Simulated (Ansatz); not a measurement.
Level of theory: PBE (plane waves to 420 eV, PAW; Ansatz, an electronic-structure program).

Plane-averaged electrostatic potential energy along the normal, in eV from the Fermi level, for Sn on the 1x1 (0001) surface of hcp Zr, one in a 2x2 cell, started at the site 'hollow Zr-Zr-Zr over Zr at depth 2.4 Å':

```json
[
 {"z (Å)": "5.34", "V (eV)": "4.15"},
 {"z (Å)": "5.62", "V (eV)": "4.14"},
 {"z (Å)": "5.91", "V (eV)": "4.14"},
 {"z (Å)": "6.19", "V (eV)": "4.12"},
 {"z (Å)": "6.47", "V (eV)": "4.10"},
 {"z (Å)": "6.75", "V (eV)": "4.06"},
 {"z (Å)": "7.03", "V (eV)": "3.97"},
 {"z (Å)": "7.31", "V (eV)": "3.83"},
 {"z (Å)": "7.59", "V (eV)": "3.56"},
 {"z (Å)": "7.87", "V (eV)": "3.08"},
 {"z (Å)": "8.16", "V (eV)": "2.24"},
 {"z (Å)": "8.44", "V (eV)": "0.79"},
 {"z (Å)": "8.72", "V (eV)": "-1.71"},
 {"z (Å)": "9.00", "V (eV)": "-6.28"},
 {"z (Å)": "9.28", "V (eV)": "-12.71"},
 {"z (Å)": "9.56", "V (eV)": "-17.32"},
 {"z (Å)": "9.84", "V (eV)": "-17.53"},
 {"z (Å)": "10.12", "V (eV)": "-13.21"},
 {"z (Å)": "10.41", "V (eV)": "-6.73"},
 {"z (Å)": "10.69", "V (eV)": "-2.18"},
 {"z (Å)": "10.97", "V (eV)": "-0.98"},
 {"z (Å)": "11.25", "V (eV)": "-2.74"},
 {"z (Å)": "11.53", "V (eV)": "-7.90"},
 {"z (Å)": "11.81", "V (eV)": "-14.25"},
 {"z (Å)": "12.09", "V (eV)": "-17.73"},
 {"z (Å)": "12.37", "V (eV)": "-16.44"},
 {"z (Å)": "12.66", "V (eV)": "-11.04"},
 {"z (Å)": "12.94", "V (eV)": "-4.63"},
 {"z (Å)": "13.22", "V (eV)": "-0.87"},
 {"z (Å)": "13.50", "V (eV)": "0.22"},
 {"z (Å)": "13.78", "V (eV)": "-0.99"},
 {"z (Å)": "14.06", "V (eV)": "-4.87"},
 {"z (Å)": "14.34", "V (eV)": "-11.19"},
 {"z (Å)": "14.62", "V (eV)": "-16.41"},
 {"z (Å)": "14.91", "V (eV)": "-17.54"},
 {"z (Å)": "15.19", "V (eV)": "-14.01"},
 {"z (Å)": "15.47", "V (eV)": "-7.76"},
 {"z (Å)": "15.75", "V (eV)": "-2.67"},
 {"z (Å)": "16.03", "V (eV)": "-0.80"},
 {"z (Å)": "16.31", "V (eV)": "-1.73"},
 {"z (Å)": "16.59", "V (eV)": "-5.75"},
 {"z (Å)": "16.87", "V (eV)": "-11.95"},
 {"z (Å)": "17.16", "V (eV)": "-16.71"},
 {"z (Å)": "17.44", "V (eV)": "-17.35"},
 {"z (Å)": "17.72", "V (eV)": "-13.52"},
 {"z (Å)": "18.00", "V (eV)": "-7.37"},
 {"z (Å)": "18.28", "V (eV)": "-2.51"},
 {"z (Å)": "18.56", "V (eV)": "-0.08"},
 {"z (Å)": "18.84", "V (eV)": "0.62"},
 {"z (Å)": "19.12", "V (eV)": "1.06"},
 {"z (Å)": "19.41", "V (eV)": "1.91"},
 {"z (Å)": "19.69", "V (eV)": "2.39"},
 {"z (Å)": "19.97", "V (eV)": "2.13"},
 {"z (Å)": "20.25", "V (eV)": "2.07"},
 {"z (Å)": "20.53", "V (eV)": "2.88"},
 {"z (Å)": "20.81", "V (eV)": "3.74"},
 {"z (Å)": "21.09", "V (eV)": "4.15"},
 {"z (Å)": "21.37", "V (eV)": "4.36"},
 {"z (Å)": "21.66", "V (eV)": "4.46"},
 {"z (Å)": "21.94", "V (eV)": "4.51"},
 {"z (Å)": "22.22", "V (eV)": "4.54"},
 {"z (Å)": "22.50", "V (eV)": "4.55"},
 {"z (Å)": "22.78", "V (eV)": "4.56"},
 {"z (Å)": "23.06", "V (eV)": "4.56"},
 {"z (Å)": "23.34", "V (eV)": "4.56"},
 {"z (Å)": "23.62", "V (eV)": "4.57"},
 {"z (Å)": "23.91", "V (eV)": "4.57"}
]
```

Slab: 17 atoms, 7.6 Å thick at the start under the adsorbate (thin: gaps and levels are the slab's own); k 5x5x1, smearing 0.1 eV, dipole-corrected; 8 atoms held, the rest relaxed; start symmetry kept, larger cells not searched; no spin, no spin-orbit, no U, no dispersion correction. At the end it is bonded to 3 Zr. In PBE it is, or lies within 0.03 eV of, the lowest of the starts that converged.

Question: The surface cell has an area of 36.20 Å². What dipole along the normal does the step between the two vacuum levels imply?

Answer: the top vacuum level lies 0.42 eV above the bottom one; p = −ε₀ A ΔV (ε₀ = 0.005526 e/(V·Å)) gives -0.08 e·Å a cell.
